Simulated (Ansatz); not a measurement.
Take LaN in the zinc blende structure (space group F-43m, No. 216; a hypothetical phase, not in the database extracts checked) as the base.

```xyz
2
Lattice="0.0000 2.7732 2.7732 2.7732 0.0000 2.7732 2.7732 2.7732 0.0000" Properties=species:S:1:pos:R:3 pbc="T T T"
N      4.1598     4.1598     4.1598
La     0.0000     0.0000     0.0000
```

Computed with Ansatz (a program for electronic structure), PBEsol, PAW, cutoff 420 eV, spin-orbit coupling left out.

One change was made to it. Results:

The electron mass changes from 0.39 mₑ (at Γ) to 0.38 mₑ (at Γ); the volume per atom rises by 0.486 Å³ to 21.81 Å³; the gap character remains indirect, X → Γ.

### Question
What was done to the base?
(A) pressure 10 GPa
(B) pressure −2 GPa
(C) pressure 0.7 GPa
(D) pressure −1 GPa

### Answer
B, pressure −2 GPa. For comparison, the electron mass in the other runs: pressure −1 GPa gives 0.39 mₑ (at Γ); pressure 0.7 GPa gives 0.39 mₑ (at Γ); pressure 10 GPa gives 0.40 mₑ (at Γ).

Load acts through the strain it causes; cell and atoms are relaxed under it. Effective masses come from finite differences of ±0.01 Å⁻¹. No phonon test of stability was made. No other phases were tried under pressure.
